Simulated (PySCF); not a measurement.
PySCF 2.14.0, B3LYP/def2-svp, df: Ni(Me)2(en) ([CH3][Ni]1([CH3])<-[NH2]CC[NH2]->1), 21 atoms. The geometry is a generated start, not checked to be a minimum at this level.

```yaml
task: energy
method: b3lyp
basis: def2-svp
two_electron_scheme: density fitting
mol.max_memory: 3000 MB
mf.max_cycle: 100
mf.init_guess: minao (default)
mf.DIIS: CDIIS (default)
mf.conv_tol: 1e-09 (default)
mf.grids.level: 3 (default)
basis_functions: 185
grid_points: 242232
```

```xyz
21

Ni    -0.7460     0.2362    -0.0329
C     -2.4720    -0.5948    -0.0478
H     -2.3491    -1.4572    -0.7231
H     -3.3886    -0.0818    -0.3437
H     -2.6207    -0.9713     0.9784
C     -1.6202     1.9414     0.0003
H     -1.1690     2.4962    -0.8391
H     -1.2763     2.3932     0.9459
H     -2.6991     2.0877    -0.0562
C      1.7855    -1.3092    -0.3190
C      2.1977     0.0011     0.3546
N      1.2274     1.0237    -0.0189
N      0.3863    -1.5649     0.0083
H      2.4564    -2.1235    -0.0034
H      1.8715    -1.1975    -1.4041
H      3.2293     0.2607     0.0725
H      2.1635    -0.1278     1.4409
H      1.3571     1.2844    -0.9967
H      1.3434     1.8659     0.5401
H      0.3050    -1.8294     0.9900
H      0.0179    -2.3332    -0.5461
```

Charge 0 and multiplicity 1 are set for this test and not shown to be the ground state.

One run each on 2 threads, 1 BLAS thread. Values of diis_space tried: 3, 5, 8 (default), 12, 20.

**Question.** Which value of diis_space needs the fewest Fock builds, and what happens away from it?

**Answer.** Fewest Fock builds, within one of each other: 12 with 23, 20 with 24. The count rises to 45 at 3. All converge to one solution.

```json
[
 {"diis_space": "3", "Fock builds": "45", "end": "same solution"},
 {"diis_space": "5", "Fock builds": "30", "end": "same solution"},
 {"diis_space": "8 (default)", "Fock builds": "31", "end": "same solution"},
 {"diis_space": "12", "Fock builds": "23", "end": "same solution"},
 {"diis_space": "20", "Fock builds": "24", "end": "same solution"}
]
```
